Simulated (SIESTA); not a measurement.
Worked example: self-consistent single point of ScGe (Cmcm, 4 atoms in the cell) in SIESTA.

Method: GGA PBEsol, numerical atomic orbitals DZP, PseudoDojo PBEsol standard norm-conserving potentials (rewritten from UPF to PSML) (SIESTA).

The change in words: lattice scaled by 0.98. Reference geometry:
```
CELL_PARAMETERS angstrom
      1.95553    -4.92658     0.00000
      1.95553     4.92658     0.00000
      0.00000     0.00000     3.68209
ATOMIC_POSITIONS crystal
  Sc 0.86301 0.13699 0.75000
  Sc 0.13699 0.86301 0.25000
  Ge 0.58951 0.41049 0.75000
  Ge 0.41049 0.58951 0.25000
```

Reference input (self-consistent single point, DFT, GGA PBEsol, numerical atomic orbitals DZP, PseudoDojo PBEsol standard norm-conserving potentials (rewritten from UPF to PSML)): XC.functional = GGA; XC.authors = PBEsol; potentials = PseudoDojo PBEsol standard; PAO.BasisSize = DZP; PAO.EnergyShift = 0.01 Ry; MeshCutoff = 400 Ry; kgrid.MonkhorstPack = 7 7 7; OccupationFunction = FD; ElectronicTemperature = 0.1 eV; MaxSCFIterations = 150; SCF.Mixer.Method = Pulay; SCF.Mixer.Weight = 0.2. This run's input differs from it in these lines:

```diff
@@ -12,5 +12,5 @@
 %block LatticeVectors
-     1.955526000   -4.926584000    0.000000000
-     1.955526000    4.926584000    0.000000000
-     0.000000000    0.000000000    3.682086000
+     1.916415000   -4.828052000    0.000000000
+     1.916415000    4.828052000    0.000000000
+     0.000000000    0.000000000    3.608444000
 %endblock LatticeVectors
@@ -18,6 +18,6 @@
 %block AtomicCoordinatesAndAtomicSpecies
-     1.955526000   -3.576798516    2.761564500  1
-     1.955526000    3.576798516    0.920521500  1
-     1.955526000   -0.881957068    2.761564500  2
-     1.955526000    0.881957068    0.920521500  2
+     1.916415000   -3.505262313    2.706333000  1
+     1.916415000    3.505262313    0.902111000  1
+     1.916415000   -0.864317869    2.706333000  2
+     1.916415000    0.864317869    0.902111000  2
 %endblock AtomicCoordinatesAndAtomicSpecies
```

Log, with long lists cut:

```
        iscf     Eharris(eV)        E_KS(eV)     FreeEng(eV)     dDmax    Ef(eV) dHmax(eV)
   scf:    1    -7463.163262    -7483.968726    -7484.027091  0.770847 -4.956192  3.613734
   scf:    2    -7484.853229    -7484.446131    -7484.508676  0.059392 -5.122562  2.070488
   scf:    3    -7484.852432    -7484.709373    -7484.777532  0.084732 -5.365523  1.039385
   scf:    4    -7484.738559    -7484.732007    -7484.799146  0.055316 -5.371899  0.186384
   scf:    5    -7484.735266    -7484.733905    -7484.801354  0.002501 -5.383160  0.079434
   scf:    6    -7484.727038    -7484.732114    -7484.800144  0.010750 -5.411120  0.180316
   scf:    7    -7484.735365    -7484.734735    -7484.802183  0.004980 -5.387156  0.034632
   scf:    8    -7484.734567    -7484.734693    -7484.802263  0.001006 -5.391796  0.009395
   scf:    9    -7484.734742    -7484.734719    -7484.802268  0.000228 -5.390831  0.001436
   scf:   10    -7484.734727    -7484.734723    -7484.802268  0.000062 -5.390658  0.000224
SCF Convergence by DM+H criterion
max |DM_out - DM_in|         :     0.0000616569
max |H_out - H_in|      (eV) :     0.0002239150
SCF cycle converged after 10 iterations

Using DM_out to compute the final energy and forces

siesta: E_KS(eV) =            -7484.7347

siesta: E_KS - E_eggbox =     -7484.7347

siesta: Atomic forces (eV/Ang):
     1    0.000000    0.139318   -0.000000
     2    0.000000   -0.139318   -0.000000
     3    0.000000   -0.414873    0.000000
     4   -0.000000    0.414873    0.000000
   Tot    0.000000   -0.000000   -0.000000
   Max    0.414873
   Res    0.178666    sqrt( Sum f_i^2 / 3N )
   Max    0.414873    constrained

Stress tensor Voigt[x,y,z,yz,xz,xy] (kbar):     -123.54     -149.27     -145.75        0.00       -0.00       -0.00
(Free)E + p*V (eV/cell)    -7478.9875
   [... lines left out ...]
siesta: FreeEng =     -7484.802268
siesta: Cell volume =         66.774626 Ang**3
siesta:         139.51847878        141.59414978  kBar
   [... lines left out ...]
   4 14.606   1.509   0.057   0.382   0.504   0.734   0.361   0.290   0.224
              2.012   2.010   2.010   2.004   2.006   0.083   0.096   0.135

              0.096   0.092

mulliken: Qtot =       50.000

Mulliken Atomic Populations:
Atom #   charge [q] valence [e]  Species
     1     0.605713   10.394287  Sc
     2     0.605713   10.394287  Sc
     3    -0.605713   14.605713  Ge
     4    -0.605713   14.605713  Ge
 Total     0.000000
```

The run converged in 10 iterations. Against the reference run the free energy goes up by 60.9 meV/atom, the pressure goes from 5.18 to 13.95 GPa and the largest force goes from 0.377 to 0.415 eV/Å.

The starting cell comes from a database of computed structures (which also holds hypothetical and non-ambient phases and stackings), without a prior relaxation at this level. Its lattice was rescaled by a random factor within 2.5 % of one. For this run, on top of that: lattice scaled by 0.98. Values carry the incompleteness of an atom-centred basis. With a pressure of about 14 GPa the cell is away from its equilibrium volume at this level.

Cost on one core of a shared machine: roughly 2 min.
